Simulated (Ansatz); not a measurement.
## Bader charge of Au (e)

Cell A: Au (fcc, Fm-3m), 1 atom in the cell, k-point mesh 26×26×26 on the run's own vectors. Conventional cell: a = 4.1584 Å, b = 4.1584 Å, c = 4.1584 Å, α = 90.00°, β = 90.00°, γ = 90.00°.

Cell B: CuAu (P4/mmm), 2 atoms in the cell; spin state with PBE: run without spin, k-point mesh 16×16×14 on the run's own vectors. Conventional cell: a = 2.875 Å, b = 2.875 Å, c = 3.630 Å, α = 90.00°, β = 90.00°, γ = 90.00°.

Cell C: ZnAu (CsCl type, Pm-3m), 2 atoms in the cell, k-point mesh 16×16×16 on the run's own vectors. Conventional cell: a = b = c = 3.186 Å, α = β = γ = 90.00°.

Cell D: Al2Au (Fm-3m), 3 atoms in the cell, k-point mesh 14×14×14 on the run's own vectors. Conventional cell: a = b = c = 6.060 Å, α = β = γ = 90.00°.

Computed with Ansatz (plane waves, PAW), its PAW set soft_1, cutoff 420 eV, 500 eV for r2SCAN. The structures are at rest with PBE; other levels are single points on them. HSE06 runs on coarser k-point meshes. Some cells are metallic or hold partly filled levels, where a hybrid on a coarse mesh is less sure. Neutral cells; Fermi-Dirac smearing of at most 0.10 eV in the solids, energies taken to zero width. The lattices are those relaxed with PBE, so at other levels the solids can be strained, which adds to the spread. Spin-orbit coupling is left out. A dispersion term ran beside these levels; it doesn't touch the electrons. Electrons of density maxima off the nuclei are shared among the atoms. Mean over the atoms, with the range where they differ; positive means electrons lost.

```json
[
 {"system": "A", "PBE": "0.00", "r2SCAN": "0.00", "HSE06": "0.00"},
 {"system": "B", "PBE": "-0.32", "r2SCAN": "-0.36", "HSE06": "-0.33"},
 {"system": "C", "PBE": "-0.57", "r2SCAN": "-0.62", "HSE06": "-0.64"},
 {"system": "D", "PBE": "-3.38", "r2SCAN": "-3.62", "HSE06": "[?]"}
]
```

### Question
Some entries are withheld; supply them.

### Answer

- D, HSE06: -3.52

Ansatz is a first-principles code.
